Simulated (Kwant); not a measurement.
System: quantum point contact (saddle potential) in a Si two-dimensional gas. Effective mass 0.19 mₑ, grid spacing 6.2 nm, hard walls, nominal width 150 nm (25 grid rows, so walls 161.2 nm apart), one parabolic valley, scattering region 450 nm long along x; energies count from the band bottom; Fermi energy 0.00135 eV. Potential (V0 + ½k y²) cos²(πx/L) for |x| < L/2, with V0 swept from 0.0014175 to 0 eV, k = 9.8e-07 eV/nm², L = 280 nm.

The device is made up for the run: typed textbook-type constants, with dimensions and the other settings drawn at random.

Kwant, effective-mass tight-binding model on a square grid, one spin, coherent transport at 0 K. Conductance is in e²/h.

Compare with the saddle-point formula G = Σ 1/(1 + exp(−2π(E − V0 − ħωy(n + ½))/ħωx)), taking ħωy = ħ√(k/m) and ħωx from the curvature along x of V0 plus half of the mode's confinement energy.

ħωy = 0.627 meV; at V0 = 1.15 meV the lowest mode has ħωx = 0.363 meV.

```
V0 (meV)  formula  simulation
--------  -------  ----------
1.34       0.0079      0.0074
1.15         0.12        0.13
0.966        0.79        0.80
0.781        1.00        1.00
0.596        1.03        1.03
0.411        1.49        1.53
```

The formula takes a parabolic saddle in the continuum; the run has the full potential on a grid.
